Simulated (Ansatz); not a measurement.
**BaTiO3 under a change: uniaxial strain ε_xx = +5.80 %**

Consider BaTiO3 (space group R3m, No. 160; a = 5.680 Å, c = 6.995 Å (hexagonal axes)). Axes: x lies along a and z along c of the hexagonal cell.

It is then changed as follows: the cell is stretched by 5.80 % along x with no lateral relaxation; the atoms relax in the strained cell.

Computed with Ansatz (a quantum-chemistry and plane-wave program), r2SCAN, PAW, cutoff 500 eV, scalar-relativistic without spin-orbit coupling, earlier PAW set. Γ-centred 8×8×8 mesh, Fermi–Dirac width 0.05 eV.

The volume per atom rises by 0.76 Å³ (13.03 Å³ → 13.79 Å³) and the shortest interatomic distance falls by 0.026 Å (1.872 Å → 1.846 Å). The energy goes up by 30 meV/atom and the pressure (mean of the normal stresses, compression positive) goes from zero to -5.33 GPa. The band gap increases by 0.08 eV (2.87 eV → 2.95 eV) and the gap character is indirect, M → A–Γ (70 % along). The largest internal atomic displacement is 0.058 Å and the stress (xx, yy, zz, yz, xz, xy; compression positive) comes out as (-11.42, -3.32, -1.24, 2.63, 0.00, 0.00) GPa.

No phonon test of stability was made. All final runs are without spin polarisation. This is not the structure that BaTiO3 has at room temperature and ambient pressure. Labels are those of the standard path for the cell's own space group.
